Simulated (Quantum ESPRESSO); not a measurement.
Troubleshooting Quantum ESPRESSO: a failed run on Zr₃Hg (Pm-3n, 8 atoms in the cell). The aim is a self-consistent single point with DFT, LDA (PW92), plane waves, PseudoDojo standard norm-conserving (LDA) pseudopotentials.

Cell that was meant: a = 5.5600 Å, b = 5.5600 Å, c = 5.5600 Å, α = 90.00°, β = 90.00°, γ = 90.00°.

Part of the input:

```fortran
    ibrav = 0,
    nat = 8,
    ntyp = 2,
    ecutwfc = 70.0,
    occupations = 'smearing',
    smearing = 'fermi-dirac',
    degauss = 0.0036749,
[...]
Zr    0.7500000000    0.0000000000    0.5000000000
Zr    0.5000000000    0.2500000000    0.0000000000
Zr    0.0000000000    0.5000000000    0.7500000000
Zr    0,0000000000    0,5000000000    0,2500000000
K_POINTS {automatic}
5 5 5  0 0 0
CELL_PARAMETERS {angstrom}
```

The program printed (abridged):

```
     This program is part of the open-source Quantum ESPRESSO suite
     for quantum simulation of materials; please cite

[eval_infix.c] A parsing error occurred
helper string:
0,0000000000
error code:
Error: invalid token: ,

 %%%%%%%%%%%%%%%%%%%%%%%%%%%%%%%%%%%%%%%%%%%%%%%%%%%%%%%%%%%%%%%%%%%%%%%%%%%%%%
     Error in routine card_atomic_positions (1):
     Error while parsing atomic position card.
 %%%%%%%%%%%%%%%%%%%%%%%%%%%%%%%%%%%%%%%%%%%%%%%%%%%%%%%%%%%%%%%%%%%%%%%%%%%%%%

     stopping ...
```

Task: Read the log: what does the program object to, and what is the fix?

Result: The fault is decimal commas. The program does not read a comma as a decimal mark. To fix it, use decimal points. The program stopped before any SCF iteration.

An input that runs soundly differs in these lines (not the only fix; some lines may just follow from the change or write a value another way):
```diff
-    ecutwfc = 70.0,
+    ecutwfc = 70,
-Zr    0,0000000000    0,5000000000    0,2500000000
+Zr    0.0000000000    0.5000000000    0.2500000000
```

With that input, the run converged in 13 iterations: free energy E − TS -17350.8307 eV; Fermi level (on the code's own zero) 15.35 eV; pressure -5.79 GPa (DFT, LDA (PW92), plane waves, PseudoDojo standard norm-conserving (LDA) pseudopotentials).

On the sound input: the starting cell comes from a database of published, mostly measured structures (it also holds non-ambient and calculated ones), without a prior relaxation at this level. With a pressure of about -6 GPa the cell is away from its equilibrium volume at this level.
